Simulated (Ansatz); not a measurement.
Effect of isotropic strain −2.92 % on WC

Consider WC (space group P-6m2, No. 187; a = 2.8985 Å, c = 2.8277 Å).

The change: every lattice vector is shortened by 2.92 %; the atoms relax in the strained cell.

Calculations: PBEsol, PAW, 420 eV (Ansatz, an electronic-structure program; without spin-orbit coupling). Γ-centred 18×18×16 mesh, Fermi–Dirac width 0.05 eV.

```json
[
 {"quantity": "volume per atom", "base": "10.29 Å³", "changed": "9.41 Å³", "shift": "-0.88 Å³"},
 {"quantity": "space group", "base": "P-6m2 (No. 187)", "changed": "P-6m2 (No. 187)", "shift": "–"},
 {"quantity": "energy relative to the base (free energy F)", "base": "0 meV/atom", "changed": "+111 meV/atom", "shift": "+111 meV/atom"},
 {"quantity": "pressure (mean of the normal stresses, compression positive)", "base": "0.0 GPa", "changed": "43.9 GPa", "shift": "+43.9 GPa"},
 {"quantity": "band gap", "base": "zero", "changed": "zero", "shift": "–"}
]
```

No phonon test of stability was made. All final runs are without spin polarisation.
